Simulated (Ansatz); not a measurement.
## Na$_{2}$S in the anti-fluorite structure (space group Fm-3m, No. 225)

Na₂S has the cubic space group Fm-3m (No. 225), the anti-fluorite structure, Pearson symbol cF12. Lattice parameters: a = b = c = 6.5014 Å, α = β = γ = 90.00°. Na on 8c sees 4 S at 2.815 Å (tetrahedral). S on 4a has 8 Na at 2.815 Å (cubic). (Neighbours: up to the widest gap in distance over summed covalent radii, below 1.35, at either atom; cation-cation and far metal-metal contacts left out.)
(The calculation used a cell of 3 atoms; values per cell refer to that cell.)

Calculations: PBEsol, PAW, 420 eV (Ansatz, a quantum-chemistry and plane-wave program; without spin-orbit coupling). k-mesh 9×9×9 (Γ-centred); smearing 0.05 eV (Fermi–Dirac).

The volume per atom is 22.90 Å³, the density comes out as 1.89 g/cm³ and the band gap is 2.43 eV, direct at Γ. The electron mass comes out as 0.28 mₑ and the hole mass (degenerate bands, along [100]) is 0.41, 2.7, 2.7 mₑ. The lowest conduction-band minima above the VBM comes out as Γ 2.43 eV; X along ⟨100⟩ 3.70 eV. The total energy is -1279.949 eV/atom (σ→0; compares only within this code and set-up).

Effective masses come from finite differences of ±0.01 Å⁻¹. Semilocal Kohn–Sham gaps tend to fall short of experiment. No phonon test of stability was made.
